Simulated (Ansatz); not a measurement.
# Response to strain in CdS

Consider CdS in the zinc blende structure (space group F-43m, No. 216; a = 5.8777 Å). Axes: x, y, z lie along the cube axes.

Strains are applied to the cell and any free atomic positions relax; under biaxial strain the out-of-plane vector relaxes too.

Calculations: plane-wave PAW DFT at the r2SCAN level (Ansatz, a quantum-chemistry and plane-wave program, 500 eV), without spin-orbit coupling.

Notes on the quantities. energy relative to the base: free energy F.

```json
[
 {"variant": "base", "energy relative to the base": "0 meV/atom", "band gap": "1.54 eV", "ratio −ε⊥/ε∥": "–"},
 {"variant": "biaxial strain −3.00 %, plane normal [001], relaxed out of plane", "energy relative to the base": "+7.1 meV/atom", "band gap": "1.49 eV", "ratio −ε⊥/ε∥": "1.44"},
 {"variant": "biaxial strain −2.50 %, plane normal [001], relaxed out of plane", "energy relative to the base": "+4.9 meV/atom", "band gap": "1.50 eV", "ratio −ε⊥/ε∥": "1.45"},
 {"variant": "biaxial strain −2.00 %, plane normal [001], relaxed out of plane", "energy relative to the base": "+3.1 meV/atom", "band gap": "1.51 eV", "ratio −ε⊥/ε∥": "1.46"},
 {"variant": "biaxial strain −1.50 %, plane normal [001], relaxed out of plane", "energy relative to the base": "(withheld)", "band gap": "(withheld)", "ratio −ε⊥/ε∥": "1.47"},
 {"variant": "biaxial strain −1.00 %, plane normal [001], relaxed out of plane", "energy relative to the base": "+0.8 meV/atom", "band gap": "1.53 eV", "ratio −ε⊥/ε∥": "1.47"},
 {"variant": "biaxial strain −0.50 %, plane normal [001], relaxed out of plane", "energy relative to the base": "+0.2 meV/atom", "band gap": "1.54 eV", "ratio −ε⊥/ε∥": "–"}
]
```

Task: What belongs in the blanks?

Result: 
- biaxial strain −1.50 %, plane normal [001], relaxed out of plane, energy relative to the base: +1.7 meV/atom
- biaxial strain −1.50 %, plane normal [001], relaxed out of plane, band gap: 1.52 eV

Stability against distortions was not tested.
